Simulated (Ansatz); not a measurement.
Take MgS in the rock salt structure (space group Fm-3m, No. 225; a = 5.155 Å) as the base.

Calculations: PBE-D3(BJ) in Ansatz (plane waves to 420 eV, PAW, no spin-orbit coupling).

Base values:

The electron mass is 0.53 mₑ along k, 0.29 mₑ across (at X) and the hole mass is 0.26, 0.92, 0.92 mₑ (at Γ). The band gap comes out as 2.85 eV.

Modification: a hydrostatic pressure of 3 GPa.

Question: What happens to the electron mass?

Answer: The electron mass changes from 0.53 mₑ along k, 0.29 mₑ across (at X) to 0.54 mₑ along k, 0.29 mₑ across (at X).

Question: What happens to the hole mass?

Answer: The hole mass (degenerate bands, along [100]) goes from 0.26, 0.92, 0.92 mₑ (at Γ) to 0.26, 0.89, 0.89 mₑ (at Γ).

Question: What happens to the band gap?

Answer: The band gap rises by 0.07 eV to 2.92 eV.

Load acts through the strain it causes; cell and atoms are relaxed under it. Masses are band curvatures over ±0.01 Å⁻¹ around the edge. Along k means along the line from Γ to the band edge. Whether these cells are dynamically stable was not tested. The base started in Pnma and relaxed to Fm-3m at this level.

Ansatz is a program for electronic structure.
